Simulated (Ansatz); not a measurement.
The parent structure is BP in the zinc blende structure (space group F-43m, No. 216; a = 4.536 Å).

Modification: a hydrostatic pressure of 9 GPa.

The values are results of r2SCAN, PAW, 500 eV (Ansatz, an electronic-structure program; spin-orbit coupling left out), earlier PAW set, not measurements.

Base, band edges from the VBM (valence, conduction): X -4.36, 1.50; W -5.74, 5.74; L -1.87, 4.10; Γ 0.00, 3.60; K -3.72, 2.37; U -3.72, 2.37 eV.

Question: Give the band edges at the high-symmetry points of the new zone, measured from its valence-band maximum.

Answer: 
```csv
point,valence edge (eV),conduction edge (eV)
Γ,0.00,3.68
X,-4.55,1.40
U,-3.87,2.33
K,-3.87,2.33
L,-1.93,4.41
W,-6.04,5.73
```

The gap is 1.34 eV, indirect, Γ → Γ–X (84 % along).

Load acts through the strain it causes; cell and atoms are relaxed under it. Whether these cells are dynamically stable was not tested. No other phases were tried under pressure.
